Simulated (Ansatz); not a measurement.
Amorphous cells of 8 compositions: the gap between the highest filled and lowest empty level at the zone centre, by PBE and by a single point of HSE06 on the same geometry (PBE, scalar-relativistic without spin-orbit coupling (plane waves to 420 eV, PAW; Ansatz, a first-principles code); exact exchange cut at the cells' faces). The networks come from melt-quench runs on the CHGNet potential at compositions and starting densities chosen by hand, with anions pushed apart in the CHGNet dynamics, and DFT then relaxed them. The cells are small and were quenched far faster than real films, so single cells scatter. Defect or tail levels can set these gaps. The rows are the first to finish with both values and no moments.

```
cell                        PBE gap x (eV)  HSE06 gap y (eV)
--------------------------  --------------  ----------------
A (Zr20O45Ta2, 5.75 g/cm3)            3.05              4.52
B (Al28O43Zn, 3.18 g/cm3)             3.30              5.00
C (Al28O43Na2, 3.07 g/cm3)            3.30              4.97
D (Al28O44Ge, 3.15 g/cm3)             3.32              5.05
E (Al28O45Ga2, 3.25 g/cm3)            3.39          withheld
F (Al28O44Si, 3.06 g/cm3)             3.55              5.26
G (Al28O43Sr, 3.19 g/cm3)             3.68              5.37
H (Zr20O45P2, 4.96 g/cm3)             3.72              5.24
```

Fit a straight line through the 7 full rows and predict the withheld value for E (Al28O45Ga2, 3.25 g/cm3).

Means: x = 3.417, y = 5.059. Slope = Σ(Δx Δy) / Σ(Δx²) = 0.3794 / 0.3501 = 1.08; the r.m.s. residual is 0.093. Prediction: 5.059 + 1.08 × (3.39 − 3.417) = 5.03. The run gave 5.10, 0.07 above the line.
